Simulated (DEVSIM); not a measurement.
Structure: abrupt Si p-n junction, at 300 K.

```
layer (left to right)  material  thickness (μm)  Nd (cm⁻³)  Na (cm⁻³)  τn (s)  τp (s)
---------------------  --------  --------------  ---------  ---------  ------  ------
1                            Si            10.0          -       6e17  7.6e-6  7.6e-6
2                            Si            13.0       1e17          -  7.6e-6  7.6e-6
```

Left contact: ohmic. Right contact: ohmic. Voltage is applied to the left contact. Recombination: SRH at mid-gap, radiative, Auger. Mobility is μmin + (μ − μmin)/(1 + (N/Nref)^α).

Constants are typed, rounded textbook-type inputs, not results; the design itself was drawn at random and stands for no fabricated device. Values at 300 K; Nc and Nv go as T^1.5, mobilities as T to minus their exponent, the gap by Varshni's rule with the affinity fixed.

```
parameter               Si
----------------  --------
gap (eV)             1.124
affinity (eV)         4.05
permittivity          11.7
Nc (cm⁻³)          2.86e19
Nv (cm⁻³)           3.1e19
μn (cm²/Vs)           1417
μp (cm²/Vs)            470
μn,min                  52
μp,min                  45
Nref,n              9.7e16
Nref,p              2.2e17
αn                    0.68
αp                    0.72
T exponent of μn       2.3
T exponent of μp       2.2
B (cm³/s)          4.7e-15
Cn (cm⁶/s)         2.8e-31
Cp (cm⁶/s)         9.9e-32
Varshni α (eV/K)  0.000473
Varshni β (K)          636
```

Simulated with DEVSIM: 1D drift-diffusion, Boltzmann statistics, complete ionisation; no tunnelling, impact ionisation, image-force lowering or self-heating.

The temperature was swept, all else fixed.

| temperature (K) | dark forward voltage at 1 A/cm² (V) | largest field in the device at zero bias (V/cm) | dark forward voltage at 100 A/cm² (V) | potential step across the device at zero bias (V) |
|---|---|---|---|---|
| 250 | 0.794 | 150000 | 0.901 | 0.941 |
| 300 | 0.704 | 150000 | 0.836 | 0.876 |
| 350 | 0.612 | 140000 | 0.766 | 0.807 |
| 400 | 0.517 | 130000 | 0.694 | 0.736 |
| 450 | 0.420 | 130000 | 0.622 | 0.662 |
| 500 | 0.321 | 120000 | 0.546 | 0.586 |

From the first row to the last the dark forward voltage at 1 A/cm² goes from 0.794 to 0.321. From the first row to the last the largest field in the device at zero bias goes from 150000 to 120000.
